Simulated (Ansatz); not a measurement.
Competing hops of In-vacancy pair in bcc W, neutral cell

Defect migration in bcc W: In-vacancy pair (In on one host W site, one W site vacant), neutral cell. Calculation: PBE, PAW (plane waves to 420 eV; Ansatz, a first-principles code).

Settings: 36 host sites, the relaxed PBE lattice, a 2×2×3 k-point mesh shifted by half a step, smearing 0.10 eV, spin-restricted, no image-charge correction. Energies are static. Spin-orbit coupling is left out. Forms of the defect that were not tried may lie lower.

Barriers: single points on a 3×3×5 k-point mesh shifted by half a step at the bands' geometries.

```json
[
 {"Route": "direct exchange of In with the vacancy (In-vacancy distance between ideal sites 2.76 Å throughout)", "Start site over the lowest site run (eV)": "0.00", "Hop (Å)": "2.10", "Forward barrier (eV)": "0.41", "Backward barrier (eV)": "0.41", "Neighbours at the start": "2 W at 2.76, W at 2.77, 3 W at 2.90, 2 W at 3.00, W at 3.03, W at 3.07, 3 W at 3.37 Å", "Neighbours at the saddle": "4 W at 2.73, 2 W at 2.75, 6 W at 3.43 Å", "Saddle order": "not checked, on a symmetry element", "Forward, on the band's own sampling (eV)": "0.45"}
]
```

Paths come from nudged elastic bands with a climbing image.  A band can be held on a symmetry element, so unchecked saddle points there may be too high.

The whole set of runs took around 1.3 core-hours (rough).
